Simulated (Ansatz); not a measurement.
We consider SrAlO2F (model structure, started from the SrVO2H type, P4/mmm, No. 123, 5 atoms in the cell), described by LDA in Ansatz (PAW).

Numerical settings: plane-wave cutoff 520 eV, 10×10×10 k mesh, Fermi–Dirac smearing 0.01 eV, scalar-relativistic PAW data made under PBE.

Cell (relaxed at this level):

```yaml
crystal:
  lattice:
    - [3.73559, 0.00000, 0.00000]
    - [0.00000, 3.73559, 0.00000]
    - [0.00000, 0.00000, 3.76033]
  atoms:
    - { symbol: Sr, position: [0.50000, 0.50000, 0.50000] }
    - { symbol: Al, position: [0.00000, 0.00000, 0.00000] }
    - { symbol: O, position: [0.50000, 0.00000, 0.00000] }
    - { symbol: O, position: [0.00000, 0.50000, 0.00000] }
    - { symbol: F, position: [0.00000, 0.00000, 0.50000] }
```

Question: Predict the band gap, Γ–Γ gap and bulk modulus.

Answer: 
- band gap = 3.66 eV (on the SCF k mesh)
- Γ–Γ gap = 4.56 eV
- bulk modulus = 171 GPa

Note: the bulk modulus is −V dP/dV from two relaxed cells at ±2 % in volume; the relaxation could raise the start's symmetry but not lower it, so the cell can be a saddle point.

Spin–orbit coupling is not included.

Static lattice: no zero-point or thermal effects.

It cost very roughly 29 core-seconds of CPU time.

A model structure was made by putting elements into a prototype or built by hand; it is no filed structure, need not be a known phase, and can be a saddle point held by its symmetry.

Ansatz is a first-principles code.
